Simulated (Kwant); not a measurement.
Device: six-terminal Hall bar in a CdTe two-dimensional gas. Effective mass 0.096 mₑ, grid spacing 12 nm, hard walls, nominal width 300 nm (25 grid rows, so walls 312 nm apart), one parabolic valley, scattering region 780 nm long along x; energies count from the band bottom; Fermi energy 0.00127 eV. Four side probes 150 nm wide, two on each edge; current runs along x; the sign of the Hall resistance is a convention. Perpendicular field swept from 0.087762 to 1.7903 T, also in the leads; orbital effect alone.

Constants are typed, rounded textbook-type inputs, not results; the design itself was drawn at random and stands for no fabricated device.

Computed with Kwant: effective-mass tight-binding model on a square grid, one spin, coherent transport at 0 K. Resistances are in h/e².

Task: How many Landau levels lie under the Fermi energy, and what Hall resistance follows, at 1.27 meV and 0.174 T; 1.27 meV and 0.463 T; 1.27 meV and 0.607 T; 1.27 meV and 1.04 T?

Result: ħωc = ħeB/m = 1.21 meV a tesla; levels lie at (n + ½)ħωc. E/ħωc = 6.04 gives 6 levels and h/(6e²) = 0.167; simulated 0.187, off the plateau. E/ħωc = 2.28 gives 2 levels and h/(2e²) = 0.500; simulated 0.500. E/ħωc = 1.73 gives 2 levels and h/(2e²) = 0.500; simulated 0.500. E/ħωc = 1.01 gives 1 level and h/(1e²) = 1.000; simulated 1.000. The count is that of a wide sample; where the walls of bar or probes squeeze the orbits, it misses.
